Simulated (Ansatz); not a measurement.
The starting structures come from a database of crystals and need not be the phases stable at ambient conditions.

Tunnelling through a barrier is set by its complex band structure: the current falls as exp(−2κd) with the smallest κ.

Data:

```
Ba3P2S8
1.0
    6.69970     0.00000     0.00000
    3.34985    10.50045     0.00000
    3.34985    -3.20600     4.83591
Ba P S
3 2 8
Direct
  0.29937   0.36730   0.03397
  0.70063   0.63270   0.96603
  0.00000   0.00000   0.00000
  0.11573   0.21760   0.55093
  0.88427   0.78240   0.44907
  0.86367   0.30718   0.96547
  0.13633   0.69282   0.03453
  0.35111   0.30718   0.47804
  0.64889   0.69282   0.52197
  0.86367   0.30718   0.47804
  0.13633   0.69282   0.52197
  0.65506   0.01161   0.67828
  0.34494   0.98839   0.32172
```

Space group of this cell: P-3m1. The cell is taken as given; by PBEsol its mean pressure is -1.3 GPa.

Transport runs along the normal of the first two printed cell vectors, the (011) plane of the conventional cell.

The gap is the functional's own. No spin-orbit coupling. Mid-gap values are interpolated on the energy grid.

Problem. State the band gap and the smallest decay constant κ at mid-gap according to PBEsol (Ansatz, a program for electronic structure).

Solution. Gap 1.96 eV on a 6×6×6 mesh; κ = 0.256 1/Å, at the zone centre.
